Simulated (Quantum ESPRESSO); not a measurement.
Input and output of a dielectric-response calculation for SiO2 (I-42d, 6 atoms in the cell) (Quantum ESPRESSO).

Method of the run: LDA (PZ), GBRV 1.5 ultrasoft (LDA) pseudopotentials (plane waves; Quantum ESPRESSO).

```xyz
6
Lattice="-2.4699 2.4699 3.6447 2.4699 -2.4699 3.6447 2.4699 2.4699 -3.6447" Properties=species:S:1:pos:R:3 pbc="T T T"
Si     0.0000     0.0000     0.0000
Si     0.0000     2.4699     1.8224
O      0.4781     1.2349     0.9112
O     -1.2349     1.9917     2.7335
O     -0.4781     3.7048     0.9112
O      1.2349     2.9480     2.7335
```

Reference input (self-consistent single point, DFT, LDA (PZ), plane waves, GBRV 1.5 ultrasoft (LDA) pseudopotentials): ecutwfc = 40 Ry; ecutrho = 200 Ry; occupations = fixed; potentials = {Si: si_lda_v1.uspp.F.UPF, O: o_lda_v1.2.uspp.F.UPF}; K_POINTS = automatic 3 3 3 0 0 0; nbnd = 22; conv_thr = 1e-08 Ry; mixing_beta = 0.7. This run's input differs from it in these lines:

```diff
@@ -31,3 +31,3 @@
 K_POINTS automatic
-3 3 3  0 0 0
+3 3 3  1 1 1
 CELL_PARAMETERS angstrom
```

Step 2 (ph.x):

```fortran
phonons at the zone centre
&inputph
    outdir = './tmp/'
    tr2_ph = 1.0d-14
    trans = .false.
    epsil = .true.
    zeu = .true.
/
0.0 0.0 0.0
```

Log, with long lists cut:

Output of step 1:

```
     Self-consistent Calculation

     iteration #  1     ecut=    40.00 Ry     beta= 0.70

     total energy              =    -148.40244585 Ry
     estimated scf accuracy    <       1.59482988 Ry

     iteration #  2     ecut=    40.00 Ry     beta= 0.70

     total energy              =    -148.89466770 Ry
     estimated scf accuracy    <       1.09166047 Ry

     iteration #  3     ecut=    40.00 Ry     beta= 0.70

     total energy              =    -149.07912043 Ry
     estimated scf accuracy    <       0.00819390 Ry

   [... 4 blocks of this kind left out ...]

     iteration #  8     ecut=    40.00 Ry     beta= 0.70

     total energy              =    -149.08366166 Ry
     estimated scf accuracy    <       0.00000081 Ry

     iteration #  9     ecut=    40.00 Ry     beta= 0.70
     End of self-consistent calculation

     highest occupied, lowest unoccupied level (ev):     0.4107    6.7932

!    total energy              =    -149.08366176 Ry
     estimated scf accuracy    <          3.5E-09 Ry

     convergence has been achieved in   9 iterations

     Forces acting on atoms (cartesian axes, Ry/au):

     atom    1 type  1   force =     0.00000000    0.00000000    0.00000000
     atom    2 type  1   force =     0.00000000    0.00000000    0.00000000
     atom    3 type  2   force =     0.00156704    0.00000000    0.00000000
     atom    4 type  2   force =    -0.00000000   -0.00156704   -0.00000000
     atom    5 type  2   force =    -0.00156704    0.00000000    0.00000000
     atom    6 type  2   force =     0.00000000    0.00156704    0.00000000

     Total force =     0.003134     Total SCF correction =     0.000086

          total   stress  (Ry/bohr**3)                   (kbar)     P=        3.31
   0.00002358   0.00000000   0.00000000            3.47        0.00        0.00
   0.00000000   0.00002358   0.00000000            0.00        3.47        0.00
   0.00000000   0.00000000   0.00002040            0.00        0.00        3.00

   JOB DONE.
```

Output of step 2:

```
     Reading xml data from directory:

     ./tmp/pwscf.save/

     G-vector sticks info
     --------------------
     sticks:   dense  smooth     PW     G-vecs:    dense   smooth      PW
     Sum        1443    1157    399                28663    20507    4041

     Reading collected, re-writing distributed wavefunctions in ./tmp/

     Number and degeneracy of irreps per q-point
       N         xq(1)         xq(2)         xq(3)   N irreps
       1   0.000000000   0.000000000   0.000000000      13
        1   1   1   1   1   1   1   1   2   2   2   2   2

     Calculation of q =    0.0000000   0.0000000   0.0000000

     phonons at the zone centre

     bravais-lattice index     =            0
     lattice parameter (alat)  =       9.5397  a.u.
     unit-cell volume          =     600.1540 (a.u.)^3
     number of atoms/cell      =            6
     number of atomic types    =            2
     kinetic-energy cut-off    =      40.0000  Ry
     charge density cut-off    =     200.0000  Ry
     convergence threshold     =      1.0E-14
     beta                      =       0.7000
     number of iterations used =            4
     Exchange-correlation= PZ
   [... lines left out ...]

     Atomic displacements:
     There are   13 irreducible representations

     Representation     1      1 modes -  To be done

     Representation     2      1 modes -  To be done

     Representation     3      1 modes -  To be done

     Representation     4      1 modes -  To be done

     Representation     5      1 modes -  To be done

     Representation     6      1 modes -  To be done

     Representation     7      1 modes -  To be done

     Representation     8      1 modes -  To be done

     Representation     9      2 modes -  To be done

     Representation    10      2 modes -  To be done

     Representation    11      2 modes -  To be done

     Representation    12      2 modes -  To be done

     Representation    13      2 modes -  To be done
     Electric Fields Calculation

      iter #   1   av.it.:   5.3
      thresh= 1.000E-02 alpha_mix =  0.700 |ddv_scf|^2 =  3.143E-08

      iter #   2   av.it.:  11.9
      thresh= 1.773E-05 alpha_mix =  0.700 |ddv_scf|^2 =  1.188E-08

   [... 4 blocks of this kind left out ...]

      iter #   7   av.it.:  11.6
      thresh= 1.299E-08 alpha_mix =  0.700 |ddv_scf|^2 =  5.698E-17

     End of electric fields calculation
          Dielectric constant in cartesian axis

          (       2.235023012       0.000000000      -0.000000000 )
          (      -0.000000000       2.235023012       0.000000000 )
          (      -0.000000000       0.000000000       2.241735797 )

          Effective charges (d Force / dE) in cartesian axis without acoustic sum rule applied (asr)

           atom    1  Si    Mean Z*:        3.34243
      Ex  (        3.31956       -0.37136       -0.00000 )
      Ey  (        0.37136        3.31956       -0.00000 )
      Ez  (       -0.00000       -0.00000        3.38816 )
           atom    2  Si    Mean Z*:        3.34243
      Ex  (        3.31956        0.37136        0.00000 )
      Ey  (       -0.37136        3.31956       -0.00000 )
      Ez  (        0.00000       -0.00000        3.38816 )
           atom    3  O     Mean Z*:       -1.66733
      Ex  (       -1.06957        0.00000       -0.00000 )
      Ey  (       -0.00000       -2.24359       -0.92081 )
      Ez  (       -0.00000       -0.90205       -1.68883 )
           atom    4  O     Mean Z*:       -1.66733
      Ex  (       -2.24359        0.00000        0.92081 )
      Ey  (        0.00000       -1.06957        0.00000 )
      Ez  (        0.90205        0.00000       -1.68883 )
   [... lines left out ...]
      E*x (       -1.07170        0.00000        0.00000 )
      E*y (       -0.00000       -2.24572       -0.92081 )
      E*z (        0.00000       -0.90205       -1.69233 )
           atom    4  O     Mean Z*:       -1.66992
      E*x (       -2.24572       -0.00000        0.92081 )
      E*y (       -0.00000       -1.07170        0.00000 )
      E*z (        0.90205        0.00000       -1.69233 )
           atom    5  O     Mean Z*:       -1.66992
      E*x (       -1.07170        0.00000       -0.00000 )
      E*y (        0.00000       -2.24572        0.92081 )
      E*z (       -0.00000        0.90205       -1.69233 )
           atom    6  O     Mean Z*:       -1.66992
      E*x (       -2.24572        0.00000       -0.92081 )
      E*y (        0.00000       -1.07170       -0.00000 )
      E*z (       -0.90205       -0.00000       -1.69233 )
   JOB DONE.
```

The run converged in 9 iterations. 

Summary of the result:
- Free energy E − TS = -2028.3866 eV
- Top of the valence band (on the code's own zero) = 0.41 eV
- Gap on the k-point mesh = 6.38 eV
- Pressure = 0.33 GPa
- Largest force (vector length) = 0.040 eV/Å
- ε∞ at this k-point mesh, which may be far from converged in small-gap cells (xx, yy, zz) = 2.24, 2.24, 2.24
- Born charges at this mesh (mean of the diagonal, e) = Si 3.34, Si 3.34, O -1.67, O -1.67, O -1.67, O -1.67

The starting cell comes from a database of computed structures (which also holds hypothetical and non-ambient phases and stackings), without a prior relaxation at this level. Its lattice was rescaled by up to half a per cent. The shifted mesh does not hold Γ, so a gap read on it misses any band edge there.
